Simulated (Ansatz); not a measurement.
An Ansatz (a program for electronic structure) run: TiO2; PBE (Ansatz; PAW; 420 eV plane waves; no spin-orbit coupling), earlier PAW set.

Input:

Ansatz 0.2 input:
```yaml
crystal:
  lattice:
    - [4.643529065, 0, 0]
    - [0, 4.643529065, 0]
    - [0, 0, 2.9637003227]
  atoms:
    - { symbol: Ti, position: [0, 0, 0] }
    - { symbol: Ti, position: [0.5, 0.5, 0.5] }
    - { symbol: O, position: [0.3051207282, 0.3051207282, 0] }
    - { symbol: O, position: [0.8051207282, 0.1948792718, 0.5] }
    - { symbol: O, position: [0.1948792718, 0.8051207282, 0.5] }
    - { symbol: O, position: [0.6948792718, 0.6948792718, 0] }
basis: { ecutwfc: 420, ecutrho_ratio: 4, xc_grid: 2, fft_grid_basis: typed }
kpoints: { mp_grid: { grid: [7, 7, 11] } }
hamiltonian:
  xc: pbe
  dispersion: none
  pseudopotentials: { azcp: { folder: ./paw }, kind: paw }
scf: { occupations: { method: fermi_dirac, width: 0.05 }, convergence: { dr2_threshold: 0.0000000006 } }
output: { forces: true, stress: true }
checkpoint: { write: state.ck, write_every: 1000 }
```

Output (explanatory and most iteration lines left out):

```
Pseudopotential: Ti, paw, valence charge 12
Pseudopotential: O, paw, valence charge 6
Crystal: 6 atoms, lattice volume = 63.904 Å³
Basis set: ecut = 420 eV, 1241 PW (Γ), exchange–correlation on 64×64×40 points (8 copies of the dense FFT grid, shifted against one another)
Bands: 30, of which v1, the nominal top of the filled ones, is band 24 counted from 1 (23 counted from 0)
Symmetry: 16 space group operations
Space group: P42/mnm (ITA 136), of the structure as read, at distance tolerance 4.0e-5 Å
k-points: 60 of 539
Functional: x = pbe(κ = 0.804, μ = 0.2195149727645171), c = pbe(β = 0.06672455060314922)
SCF iter   1: F=—  HF=-7277.486908 eV  |F-HF|=—  |Δ(HF+E_count)|=         —  Δρ=6.19e-2  dr2=2.40e0  ethr=3.10e-3  ⟨swp⟩=4.6  Hψ=6030  notcnv=0
SCF iter   2: F=—  HF=-7277.319354 eV  |F-HF|=—  |Δ(HF+E_count)|=   1.68e-1  Δρ=3.33e-2  dr2=6.70e-1  ethr=3.10e-3  ⟨swp⟩=3.0  Hψ=3475  notcnv=0  defer=67
SCF 1 converged in 9 iterations: F = -7277.319762 eV  dr2 = 3.47e-10
SCF converged after 9 iterations
Free energy (F): -7277.319762 eV
Internal energy: -7277.319762 eV  (E = F + TS)
E sigma→0 (E₀):  -7277.319762 eV
Fermi energy:    9.592241 eV
--- Forces (eV/Å), atoms counted from 1 ---
  atom   1  Ti     0.00000000    -0.00000000     0.00000000
  atom   2  Ti     0.00000000     0.00000000     0.00000000
  atom   3  O     -0.00003779    -0.00003779     0.00000000
  atom   4  O     -0.00003779     0.00003779     0.00000000
  atom   5  O      0.00003779    -0.00003779     0.00000000
  atom   6  O      0.00003779     0.00003779     0.00000000
--- Stress (GPa, compression-positive) ---
        0.007241       0.000000       0.000000
        0.000000       0.007241       0.000000
        0.000000       0.000000      -0.001619
  P = ⅓ Tr σ = 0.0043 GPa (0.043 kbar)
```

Stability against distortions was not tested. All final runs are without spin polarisation. The cell is TiO2 in the rutile structure (space group P4_2/mnm, No. 136).
